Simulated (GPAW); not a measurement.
A self-consistent single point of CdSe (F-43m, 2 atoms in the cell) with GPAW

Method of the run: revPBE, GPAW PAW datasets revPBE (gpaw-data 1.0.1) (plane waves; GPAW 25.7.0).

Input as run:

```python
from ase import Atoms
from ase.units import GPa
from gpaw import GPAW

atoms = Atoms(['Cd', 'Se'],
              cell=[[0.000000, 3.070270, 3.070270],
                    [3.070270, 0.000000, 3.070270],
                    [3.070270, 3.070270, 0.000000]],
              scaled_positions=[[0.000000, 0.000000, 0.000000],
                                [0.750000, 0.750000, 0.750000]],
              pbc=True)

calc = GPAW(mode={'name': 'pw', 'ecut': 550},
            xc='revPBE',
            kpts=(5, 5, 5),
            occupations={'name': 'fermi-dirac', 'width': 0.05},
            nbands=-8,
            convergence={'density': 1e-05, 'bands': -6},
            symmetry={'symmorphic': False, 'tolerance': 0.0005},
            maxiter=120)

atoms.calc = calc

energy = atoms.get_potential_energy()
print('Energy (eV):', round(energy, 6))
forces = atoms.get_forces()
print('Forces (eV/Ang):')
print(forces.round(5))
stress = atoms.get_stress()
print('Stress (GPa, Voigt):', (stress / GPa).round(4))
```

Output, abridged:

```
Input parameters:
  convergence: {bands: -6,
                density: 1e-05}
  kpts: [5 5 5]
  maxiter: 120
  mode: {ecut: 550,
         name: pw}
  nbands: -8
  occupations: {name: fermi-dirac,
                width: 0.05}
  symmetry: {symmorphic: False,
             tolerance: 0.0005}
  xc: revPBE

species:
  Cd:
    name: Cadmium
    Z: 48.0
    valence: 12
    core: 36
    charge: 0.0
    file: Cd.revPBE.gz

    # Using partial waves for Cd as LCAO basis

  Se:
    name: Selenium
    Z: 34.0
    valence: 6
    core: 28
    charge: 0.0
    file: Se.revPBE.gz

    # Using partial waves for Se as LCAO basis

Reference energy: -218287.437515  # eV

Spin-paired calculation

Convergence criteria:
 Maximum [total energy] change in last 3 cyles: 0.0005 eV / valence electron
 Maximum integral of absolute [dens]ity change: 1e-05 electrons / valence electron
 Maximum integral of absolute [eigenst]ate change: 4e-08 eV^2 / valence electron
 Maximum number of scf [iter]ations: 120

Symmetries present (total): 24
Symmetries with fractional translations: 0
125 k-points: 5 x 5 x 5 Monkhorst-Pack grid
10 k-points in the irreducible part of the Brillouin zone
       k-points in crystal coordinates                weights
   0:     0.00000000    0.00000000    0.00000000          1/125
   1:     0.20000000    0.20000000    0.00000000          6/125
   2:     0.20000000    0.20000000    0.20000000          8/125
   [... 7 lines left out ...]

Wave functions: Plane wave expansion
  Cutoff energy: 550.000 eV
  Number of coefficients (min, max): 1685, 1708
  Pulay-stress correction: 0.000000 eV/Ang^3 (de/decut=0.000000)

Occupation numbers: Fermi-Dirac:
  width: 0.0500  # eV

Eigensolver

Densities:
  Coarse grid: 24*24*24 grid
  Fine grid: 48*48*48 grid
  Total Charge: 0.000000

Density mixing:
  Method: separate
  Backend: pulay
  Linear mixing parameter: 0.05
  old densities: 5
  Damping of long wavelength oscillations: 50

Hamiltonian:
  XC and Coulomb potentials evaluated on a 48*48*48 grid
  External potential:
    NoExternalPotential

XC parameters: revPBE with 2 nearest neighbor stencil

Number of atoms: 2
Number of atomic orbitals: 13
Number of bands in calculation: 17
Number of valence electrons: 18
Bands to converge: 11

Density initialized from atomic densities
  13 bands from LCAO basis set
  4 bands from random numbers

Atomic positions and initial magnetic moments

Positions:
   0 Cd     0.000000    0.000000    0.000000    ( 0.0000,  0.0000,  0.0000)
   1 Se     4.605405    4.605405    4.605405    ( 0.0000,  0.0000,  0.0000)

Unit cell:
           periodic     x           y           z      points  spacing
  1. axis:    yes    0.000000    3.070270    3.070270    24     0.1477
  2. axis:    yes    3.070270    0.000000    3.070270    24     0.1477
  3. axis:    yes    3.070270    3.070270    0.000000    24     0.1477

  Lengths:   4.342017   4.342017   4.342017
  Angles:   60.000000  60.000000  60.000000

Effective grid spacing dv^(1/3) = 0.1612

     iter     time        total  log10-change:
                         energy   eigst   dens
iter:   1 --:--:--    -5.457963   +0.34
iter:   2 --:--:--    -5.378501   -1.31  -1.15
iter:   3 --:--:--    -5.105512   -1.44  -1.19
iter:   4 --:--:--    -5.098191   -3.36  -1.61
iter:   5 --:--:--    -5.106990c  -2.78  -1.66
iter:   6 --:--:--    -5.101412c  -3.96  -2.45
iter:   7 --:--:--    -5.098639c  -3.56  -2.61
iter:   8 --:--:--    -5.098790c  -4.72  -3.03
iter:   9 --:--:--    -5.098730c  -5.03  -3.19
iter:  10 --:--:--    -5.098732c  -6.11  -3.78
iter:  11 --:--:--    -5.098732c  -7.67c -4.07
iter:  12 --:--:--    -5.098733c  -7.83c -4.08
iter:  13 --:--:--    -5.098734c  -7.38  -4.15
iter:  14 --:--:--    -5.098734c  -8.91c -4.20
iter:  15 --:--:--    -5.098734c  -6.80  -4.25
iter:  16 --:--:--    -5.098734c  -8.65c -4.65
iter:  17 --:--:--    -5.098734c  -8.14c -4.72
iter:  18 --:--:--    -5.098734c  -9.46c -4.89
iter:  19 --:--:--    -5.098734c  -9.23c -4.88
iter:  20 --:--:--    -5.098734c  -8.74c -4.94
iter:  21 --:--:--    -5.098734c  -9.85c -4.94
iter:  22 --:--:--    -5.098734c  -9.80c -4.98
iter:  23 --:--:--    -5.098734c  -9.12c -5.03c

Converged after 23 iterations.

Dipole moment: (3.152103, 3.152103, 3.152103) |e|*Ang

Energy contributions relative to reference atoms: (reference = -218287.437515)

Kinetic:        +20.174511
Potential:      -18.306177
External:        +0.000000
XC:              -7.017738
Entropy (-ST):   -0.000026
Local:           +0.050683
SIC:             +0.000000
--------------------------
Free energy:     -5.098747
Extrapolated:    -5.098734

Showing only first 2 kpts
 Kpt  Band  Eigenvalues  Occupancy
  0     7      3.43093    1.99862
  0     8      3.43093    1.99862
  0     9      4.10244    0.00424
  0    10      9.39304    0.00000

  1     7      2.72680    2.00000
  1     8      2.72680    2.00000
  1     9      6.27461    0.00000
  1    10      8.11606    0.00000

Fermi level: 3.79479

Gap: 0.672 eV
Transition (v -> c):
  (s=0, k=0, n=8, [0.00, 0.00, 0.00]) -> (s=0, k=0, n=9, [0.00, 0.00, 0.00])
No difference between direct/indirect transitions
Energy (eV): -5.098734

Forces in eV/Ang:
  0 Cd    0.00000   -0.00000   -0.00000
  1 Se    0.00000   -0.00000    0.00000

Stress tensor:
    -0.015338    -0.000000    -0.000000
    -0.000000    -0.015338    -0.000000
    -0.000000    -0.000000    -0.015338
Stress (GPa, Voigt): [-2.4574 -2.4574 -2.4574 -0.     -0.     -0.    ]
```

The run converged in 23 iterations. GPAW prints stress with tension positive.

The starting cell comes from a database of computed structures (which also holds hypothetical and non-ambient phases and stackings), without a prior relaxation at this level. Another mesh or the band path of this cell gives a smaller gap, so this value is not converged in the mesh.
